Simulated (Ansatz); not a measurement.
Base system: BaHfO3 in the cubic perovskite structure (space group Pm-3m, No. 221).

```xyz
5
Lattice="4.1575 0.0000 0.0000 0.0000 4.1575 0.0000 0.0000 0.0000 4.1575" Properties=species:S:1:pos:R:3 pbc="T T T"
Ba     2.0788     2.0788     2.0788
Hf     0.0000     0.0000     0.0000
O      0.0000     2.0788     0.0000
O      2.0788     0.0000     0.0000
O      0.0000     0.0000     2.0788
```

Levels (all Ansatz, a quantum-chemistry and plane-wave program, PAW): PBEsol (420 eV, spin-orbit coupling left out); HSE06 (420 eV, no SOC).

Its gap is 3.58 eV with PBEsol and 5.21 eV with HSE06.

It is then changed as follows: every Hf is replaced by Ti; the structure is relaxed again.

With PBEsol the gap becomes 1.82 eV.

**Question.** If the HSE06 correction stayed the same, what would the HSE06 gap be, and what does the HSE06 run give?

**Answer.** A rigid correction of +1.63 eV gives 3.45 eV. The HSE06 run gives 3.27 eV, so the correction itself changes by -0.18 eV.

Single points use the geometry relaxed with PBEsol. The hybrid gap comes from the SCF mesh plus the semilocal run's edge points and a few special points and is an upper bound. With Hf present, leaving out spin-orbit coupling can change the band edges. Stability against distortions was not tested. The base started in P4mm and relaxed to Pm-3m at this level. All final runs are without spin polarisation. This is not the structure that BaTiO3 has at room temperature and ambient pressure.
